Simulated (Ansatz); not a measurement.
Band structure of Ba (Im-3m, 1 atom in the cell).

```
Ba
1.0
   -2.55995     2.55995     2.55995
    2.55995    -2.55995     2.55995
    2.55995     2.55995    -2.55995
Ba
1
Direct
  0.00000   0.00000   0.00000
```

Computed with PBE (plane waves, PAW; Ansatz, a first-principles code).

Settings: basis.ecutwfc = 420 eV; kpoints.mp_grid.grid = 12 12 12; hamiltonian.xc = pbe; hamiltonian.pseudopotentials = {kind: paw} (the program's default PAW files); scf.occupations.method = fermi_dirac; scf.occupations.width = 0.05 eV; kpoints.band_path.npoints = 8.

The starting cell has typed, rounded lattice constants, without a prior relaxation at this level. Its lattice was rescaled by a random factor within 2.5 % of one.

Levels in eV from the Fermi level, bands 2 to 8:
```csv
point,2,3,4,5,6,7,8
Γ,-13.96,-13.96,-13.96,-2.70,1.77,1.77,1.77
H,-14.22,-14.22,-14.22,-0.45,-0.45,3.79,3.79
N,-14.34,-14.08,-13.96,-0.85,0.70,1.06,3.03
P,-14.15,-14.15,-14.15,0.47,0.47,0.47,3.27
```

Bands cross the Fermi level along this path, so the cell is metallic at this level.

Keys are those of Ansatz 0.2.
